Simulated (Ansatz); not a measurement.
Start from Cu in the fcc (Cu type) structure (space group Fm-3m, No. 225).

```xyz
1
Lattice="0.0000 1.7819 1.7819 1.7819 0.0000 1.7819 1.7819 1.7819 0.0000" Properties=species:S:1:pos:R:3 pbc="T T T"
Cu     0.0000     0.0000     0.0000
```

Cartesian axes are those of the cell as printed.

Level of theory: Ansatz (a first-principles code), PBEsol, PAW, cutoff 420 eV, no spin-orbit coupling.

Strains are applied to the cell and any free atomic positions relax.

One change was made to it. Results:

```csv
quantity,base,after
energy relative to the base (free energy F),0 meV/atom,+0.2 meV/atom
"pressure (mean of the normal stresses, compression positive)",0.0 GPa,-0.9 GPa
```

Problem. Which of these changes matches the shifts?
A. tensor shear ε_xz = −1.44 %
B. uniaxial strain ε_yy = +0.57 %
C. isotropic strain +5.55 %

Solution. B, uniaxial strain ε_yy = +0.57 %. For comparison, the energy relative to the base in the other runs: isotropic strain +5.55 % gives +133 meV/atom; tensor shear ε_xz = −1.44 % gives +3.0 meV/atom.

Without a gap, meshes like the base's 22×22×22 leave anisotropic stresses uncertain by several tenths of a GPa, and small strain energies with them. No phonon test of stability was made. All final runs are without spin polarisation.
